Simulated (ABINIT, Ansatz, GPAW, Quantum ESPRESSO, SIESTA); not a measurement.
# Code comparison for PtS₂ (P-3m1, 3 atoms in the cell)

Self-consistent single point.

```
PtS2
1.0
    1.79106    -3.10221     0.00000
    1.79106     3.10221     0.00000
    0.00000     0.00000     5.09998
Pt S
1 2
Cartesian
  0.00000   0.00000   0.00000
  1.79106   1.03407   1.17299
  1.79106  -1.03407   3.92698
```

Shared settings, as Ansatz (a quantum-chemistry and plane-wave program) writes them: kpoints.mp_grid.grid = 2 2 1; scf.occupations.method = fermi_dirac; scf.occupations.width = 0.0015 Ry. Potentials and cutoffs stand in the table.

```json
[
 {"code": "GPAW", "model": "PBE, GPAW PAW datasets PBE (gpaw-data 1.0.1)", "pressure (GPa)": "-0.43", "largest force (eV/Å)": "0.747", "cutoff": "600 eV"},
 {"code": "SIESTA", "model": "GGA PBE, numerical atomic orbitals DZP, PseudoDojo PBE standard norm-conserving potentials (rewritten from UPF to PSML)", "pressure (GPa)": "2.78", "largest force (eV/Å)": "0.141", "cutoff": "grid 300 Ry"},
 {"code": "Quantum ESPRESSO", "model": "PBE, GBRV 1.5 ultrasoft (PBE) pseudopotentials", "pressure (GPa)": "-1.11", "largest force (eV/Å)": "0.793", "cutoff": "40 Ry"},
 {"code": "ABINIT", "model": "PBE, norm-conserving pseudopotentials (PseudoDojo nc-sr-05 PBE standard)", "pressure (GPa)": "-0.81", "largest force (eV/Å)": "0.799", "cutoff": "42 Ha"},
 {"code": "Ansatz", "model": "PBE, default PAW files", "pressure (GPa)": "-0.69", "largest force (eV/Å)": "0.786", "cutoff": "default"}
]
```

On Ansatz's run: spin-orbit coupling is off.

The spread over the programs that give each value: pressure within 3.89 GPa; largest force within 0.658 eV/Å.

SIESTA uses small atom-centred bases, whose incompleteness enters pressures, forces and empty levels differently from a plane-wave cutoff. Ansatz's pressure is given at a fixed set of plane waves, as the other plane-wave codes print theirs; with its correction for the finite basis it is -0.66 GPa. In the pressure, SIESTA (by 3.53) lies more than 1 GPa from the median of the plane-wave programs. In the force vectors, SIESTA (by 0.649) lies more than 0.08 eV/Å from the median of the plane-wave programs.

On the base mesh (6 6 4) the same programs gave: Ansatz pressure 4.90 GPa, gap on the mesh 0.903 eV; Quantum ESPRESSO pressure 4.48 GPa; ABINIT pressure 4.78 GPa; GPAW pressure 5.07 GPa; SIESTA pressure 7.50 GPa, gap on the mesh 0.790 eV.

The values differ from the base mesh's, so the mesh still matters here: the table compares the programs at equal settings.

The starting cell has typed, rounded lattice constants, without a prior relaxation at this level. Its lattice was rescaled by a random factor within 2.5 % of one.

Left out of this page: CP2K (on another mesh); Elk and FLEUR (not drawn, or without a comparable value).

Keys are those of Ansatz 0.2.
